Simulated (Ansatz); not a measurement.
Data:

```yaml
crystal:
  lattice:
    - [0.00000, 3.16028, 3.16028]
    - [3.16028, 0.00000, 3.16028]
    - [3.16028, 3.16028, 0.00000]
  atoms:
    - { symbol: Sn, position: [0.00000, 0.00000, 0.00000] }
    - { symbol: Te, position: [0.50000, 0.50000, 0.50000] }
```

No spin polarisation.

The values are results of PBEsol/PAW in Ansatz (a quantum-chemistry and plane-wave program), scalar-relativistic without spin-orbit coupling, not measurements. k-mesh 13×13×13 (Γ-centred); smearing 0.05 eV (Fermi–Dirac).

**Question.** Predict the pressure and space group.

**Answer.** 
* **Pressure**: -0.69 GPa
* **Space group**: Fm-3m (No. 225)

The cells carry an imposed strain or load. No phonon test of stability was made. The cell was made from SnTe in the rock salt structure (space group Fm-3m, No. 225) by this change: isotropic strain +0.50 %.
